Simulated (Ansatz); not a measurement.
## A computed series for hypothetical zinc blende KF: pressure series

Start from KF in the zinc blende structure (space group F-43m, No. 216; a = 5.9502 Å; a hypothetical phase, not in the database extracts checked).

Cell and atoms are relaxed at each pressure.

Method: PBE/PAW in Ansatz (a first-principles code), no spin-orbit coupling.

| P (GPa) | V (Å³/atom) |
|---|---|
| -0.99 | 27.840 |
| 1.79 | 24.466 |
| 4.19 | 22.751 |
| 9.00 | 20.549 |
| 29.99 | 16.254 |
| 44.99 | 14.740 |
| 60.00 | 13.679 |

Fit a third-order Birch–Murnaghan equation of state.

Least squares on P(V) = (3B₀/2)[(V₀/V)^(7/3) − (V₀/V)^(5/3)]·[1 + (3/4)(B₀′ − 4)((V₀/V)^(2/3) − 1)] gives V₀ = 26.28 Å³/atom, B₀ = 22 GPa and B₀′ = 4.4.

Between the base and pressure 1.8 GPa the gap moves from 5.06 eV to 5.26 eV, a mean slope of 110 meV/GPa.

Load acts through the strain it causes; cell and atoms are relaxed under it. Stability against distortions was not tested. Competing high-pressure phases were not computed.
